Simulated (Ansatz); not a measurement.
**InSb with two functionals, isotropic strain +0.82 %**

Consider InSb in the zinc blende structure (space group F-43m, No. 216; a = 6.6350 Å).

(Cell as relaxed with PBE.)

Levels (all Ansatz, a quantum-chemistry and plane-wave program, PAW, earlier PAW set): PBE (420 eV, spin-orbit coupling left out); r2SCAN (500 eV, scalar-relativistic without spin-orbit coupling).

Each level relaxes its own structure.

```
base                      PBE    r2SCAN
-------------------  --------  --------
volume per atom      36.51 Å³  35.24 Å³
lattice parameter a   6.635 Å   6.557 Å
band gap                 zero      zero
```

Modification: an isotropic linear strain of +0.82 %, atoms relaxed at fixed cell.

```tsv
quantity	PBE	r2SCAN
energy relative to the base (free energy F)	+2.4 meV/atom	___
pressure	-0.8 GPa	___
band gap	zero	___
```

**Question.** Given the PBE results, estimate those of r2SCAN.

**Answer.** 
- energy relative to the base (free energy F), r2SCAN: +2.8 meV/atom
- pressure, r2SCAN: -1.0 GPa
- band gap, r2SCAN: zero

PBE's energy relative to the base lies 0.4 meV/atom below r2SCAN's; PBE's pressure lies 0.2 GPa above r2SCAN's; the two agree on the band gap. Neither level is exact; r2SCAN is the comparison here, not a measurement.

Spin-orbit coupling, missing from the scalar runs, can matter with Sb. Stability against distortions was not tested. All final runs are without spin polarisation. Gaps under 0.05 eV, about the width of the smearing, are given as zero. The zero or small gap of InSb can change with the level of theory.
